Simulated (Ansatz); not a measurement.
The reference is Lu in the hcp (Mg type) structure (space group P6_3/mmc, No. 194; a = 3.443 Å, c = 5.367 Å; relaxed with 0.1 eV smearing). Axes: x lies along a and z along c of the hexagonal cell.

Computed with Ansatz (a quantum-chemistry and plane-wave program), PBEsol, PAW, cutoff 420 eV, no SOC.

For the base:

The pressure is 0.0 GPa.

The change: the cell is stretched by 1.50 % along z with no lateral relaxation; the atoms relax in the strained cell.

### Question
Predict the new pressure.

### Answer
The pressure (mean of the normal stresses, compression positive) goes from zero to -0.7 GPa.

### Question
What happens to the energy relative to the base?

### Answer
The energy grows by 1.9 meV/atom.

No phonon test of stability was made.
